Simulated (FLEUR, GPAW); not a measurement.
A FLEUR input for a self-consistent single point of ZnGa₂Se₄ (I-4, 7 atoms in the cell) (DFT, PBEsol, all-electron FLAPW (FLEUR), scalar-relativistic valence):

Input of the input generator:

```
Zn(GaSe2)2 crystal
&input film=f /
-0.4124334376 0.4124334376 0.8122790894
0.4124334376 -0.4124334376 0.8122790894
0.4124334376 0.4124334376 -0.8122790894
12.5282808115
1.0 1.0 1.0

7
30 0.5000000000 0.5000000000 -0.0000000000
31 0.2500000000 0.7500000000 0.5000000000
31 -0.0000000000 -0.0000000000 -0.0000000000
34 0.6321300000 0.1250600000 0.0215500000
34 0.8749400000 0.8964900000 0.5070700000
34 0.1035100000 0.6105800000 0.9784500000
34 0.3894200000 0.3678700000 0.4929300000

&comp jspins=1 /
&exco xctyp='PBEs' /
&kpt div1=3 div2=3 div3=3 /
&end /
```

```xml
<?xml version="1.0" encoding="UTF-8" standalone="no"?>
<fleurInput fleurInputVersion="0.39">
   <comment>
      Zn(GaSe2)2 crystal                                                                                  
   </comment>
   <calculationSetup>
      <cutoffs Kmax="3.9" Gmax="11.7" GmaxXC="11.7" numbands="0"/>
      <scfLoop itmax="100" minDistance="0.00001" maxIterBroyd="99" imix="Anderson" alpha="0.05" precondParam="0.0" spinf="2.0"/>
      <coreElectrons ctail="T" frcor="F" kcrel="0" coretail_lmax="0"/>
      <xcFunctional name="PBEs" relativisticCorrections="F"/>
      <magnetism jspins="1"/>
      <soc l_soc="F" theta="0.0" phi="0.0" spav="F"/>
      <expertModes spex="0" secvar="F"/>
      <geometryOptimization l_f="T" forcealpha="1.0" forcemix="BFGS" epsdisp="0.00001" epsforce="0.00001"/>
      <ldaU l_linMix="F" mixParam="0.05" spinf="1.0"/>
   </calculationSetup>
   <cell>
      <bzIntegration valenceElectrons="102.0" mode="hist" fermiSmearingEnergy="0.00183747">
         <kPointListSelection listName="default-1"/>
         <!-- k-points included here -->
         <xi:include xmlns:xi="http://www.w3.org/2001/XInclude" href="kpts.xml"> </xi:include>
      </bzIntegration>
      <!-- symmetry operations included here -->
      <xi:include xmlns:xi="http://www.w3.org/2001/XInclude" href="sym.xml"> </xi:include>
      <bulkLattice scale="1.0">
         <bravaisMatrix>
            <row-1>   -5.1670819223050630     5.1670819223050630    10.1764605293127133</row-1>
            <row-2>    5.1670819223050630    -5.1670819223050630    10.1764605293127133</row-2>
            <row-3>    5.1670819223050630     5.1670819223050630   -10.1764605293127133</row-3>
         </bravaisMatrix>
      </bulkLattice>
   </cell>
   <atomSpecies>
      <species name="Zinc (Zn)" element="Zn" atomicNumber="30">
         <mtSphere radius="2.13" gridPoints="751" logIncrement="0.016"/>
         <atomicCutoffs lmax="8" lnonsphr="6"/>
         <electronConfig flipSpins="F">
            <coreConfig>(1s1/2) (2s1/2) (2p1/2) (2p3/2) (3s1/2) (3p1/2) (3p3/2)</coreConfig>
            <valenceConfig>(4s1/2) (3d3/2) (3d5/2)</valenceConfig>
         </electronConfig>
         <energyParameters s="4" p="4" d="3" f="4"/>
         <lo type="HELO" l="2" n="4" eDeriv="0"/>
      </species>
      <species name="Gallium (Ga)" element="Ga" atomicNumber="31">
         <mtSphere radius="2.05" gridPoints="725" logIncrement="0.017"/>
         <atomicCutoffs lmax="8" lnonsphr="6"/>
         <electronConfig flipSpins="F">
            <coreConfig>(1s1/2) (2s1/2) (2p1/2) (2p3/2) (3s1/2) (3p1/2) (3p3/2)</coreConfig>
            <valenceConfig>(4s1/2) (3d3/2) (3d5/2) (4p1/2) (4p3/2)</valenceConfig>
            <stateOccupation state="(4p1/2)" spinUp="0.1666666666667" spinDown="0.1666666666667"/>
            <stateOccupation state="(4p3/2)" spinUp="0.3333333333333" spinDown="0.3333333333333"/>
         </electronConfig>
         <energyParameters s="4" p="4" d="3" f="4"/>
         <lo type="HELO" l="2" n="4" eDeriv="0"/>
      </species>
      <species name="Selenium (Se)" element="Se" atomicNumber="34">
         <mtSphere radius="2.05" gridPoints="725" logIncrement="0.017"/>
         <atomicCutoffs lmax="8" lnonsphr="6"/>
         <electronConfig flipSpins="F">
            <coreConfig>(1s1/2) (2s1/2) (2p1/2) (2p3/2) (3s1/2) (3p1/2) (3p3/2)</coreConfig>
            <valenceConfig>(4s1/2) (3d3/2) (3d5/2) (4p1/2) (4p3/2)</valenceConfig>
            <stateOccupation state="(4p1/2)" spinUp="0.6666666666667" spinDown="0.6666666666667"/>
            <stateOccupation state="(4p3/2)" spinUp="1.3333333333333" spinDown="1.3333333333333"/>
         </electronConfig>
         <energyParameters s="4" p="4" d="3" f="4"/>
         <lo type="HELO" l="2" n="4" eDeriv="0"/>
      </species>
   </atomSpecies>
   <atomGroups>
      <atomGroup species="Zinc (Zn)">
         <relPos label="                   1">1.000/2.000 1.000/2.000 .0000000000</relPos>
         <force calculate="T" relaxXYZ="TTT"/>
      </atomGroup>
      <atomGroup species="Gallium (Ga)">
         <relPos label="                   2">1.000/4.000 -1.000/4.000 1.000/2.000</relPos>
         <force calculate="T" relaxXYZ="TTT"/>
      </atomGroup>
      <atomGroup species="Gallium (Ga)">
         <relPos label="                   3">.0000000000 .0000000000 .0000000000</relPos>
         <force calculate="T" relaxXYZ="TTT"/>
      </atomGroup>
      <atomGroup species="Selenium (Se)">
         <relPos label="                   4">-.3678700000 .1250600000 .0215500000</relPos>
         <relPos label="                   5">-.1250600000 -.1035100000 -.4929300000</relPos>
         <relPos label="                   6">.1035100000 -.3894200000 -.0215500000</relPos>
         <relPos label="                   7">.3894200000 .3678700000 .4929300000</relPos>
         <force calculate="T" relaxXYZ="TTT"/>
      </atomGroup>
   </atomGroups>
   <output dos="F" band="F" slice="F">
      <checks vchk="F" cdinf="F"/>
      <bandDOS minEnergy="-.5*Htr" maxEnergy="0.5*Htr" sigma="0.015" storeEVData="T"/>
      <vacuumDOS vacdos="F" integ="F" star="F" nstars="0" locx1="0.0" locy1="0.0" locx2="0.0" locy2="0.0" nstm="0" tworkf="0.0"/>
      <unfoldingBand unfoldBand="F" supercellX="1" supercellY="1" supercellZ="1"/>
      <plotting iplot="0" polar="F">
         <plot TwoD="T" vec1="  1.0  0.0  0.0" vec2="  0.0  1.0  0.0" vec3="  0.0  0.0  1.0" zero="  0.0  0.0  0.0" file="plot"/>
      </plotting>
      <chargeDensitySlicing numkpt="0" minEigenval="0.0" maxEigenval="0.0" nnne="0" pallst="F"/>
      <specialOutput eonly="F"/>
      <magneticCircularDichroism mcd="F" energyLo="-10.0" energyUp="0.0"/>
   </output>
  <!-- We include the file relax.xml here to enable relaxations (see documentation) -->
  <xi:include xmlns:xi="http://www.w3.org/2001/XInclude" href="relax.xml"> <xi:fallback/> </xi:include>
</fleurInput>
```

Problem. Translate this input to GPAW.

Solution. This is the input that was run; spellings and numerical settings could be chosen otherwise.

```python
from ase import Atoms
from ase.units import GPa
from gpaw import GPAW

atoms = Atoms(['Zn', 'Ga', 'Ga', 'Se', 'Se', 'Se', 'Se'],
              cell=[[-2.734302, 2.734302, 5.385151],
                    [2.734302, -2.734302, 5.385151],
                    [2.734302, 2.734302, -5.385151]],
              scaled_positions=[[0.500000, 0.500000, 0.000000],
                                [0.250000, 0.750000, 0.500000],
                                [0.000000, 0.000000, 0.000000],
                                [0.632130, 0.125060, 0.021550],
                                [0.874940, 0.896490, 0.507070],
                                [0.103510, 0.610580, 0.978450],
                                [0.389420, 0.367870, 0.492930]],
              pbc=True)

calc = GPAW(mode={'name': 'pw', 'ecut': 850},
            xc='PBEsol',
            kpts=(3, 3, 3),
            occupations={'name': 'fermi-dirac', 'width': 0.05},
            nbands=-6,
            convergence={'forces': 0.001, 'bands': -4},
            symmetry={'symmorphic': False, 'tolerance': 0.0005},
            maxiter=150)

atoms.calc = calc

energy = atoms.get_potential_energy()
print('Energy (eV):', round(energy, 6))
forces = atoms.get_forces()
print('Forces (eV/Ang):')
print(forces.round(5))
stress = atoms.get_stress()
print('Stress (GPa, Voigt):', (stress / GPa).round(4))
```

Basis, cutoffs, solver keys and any potentials are the target program's own. This input uses DFT PBEsol, plane waves, GPAW PAW datasets PBEsol (made by gpaw-setup).

The starting cell comes from a database of computed structures (which also holds hypothetical and non-ambient phases and stackings), without a prior relaxation at this level. Its lattice was rescaled by a random factor within 2.5 % of one.
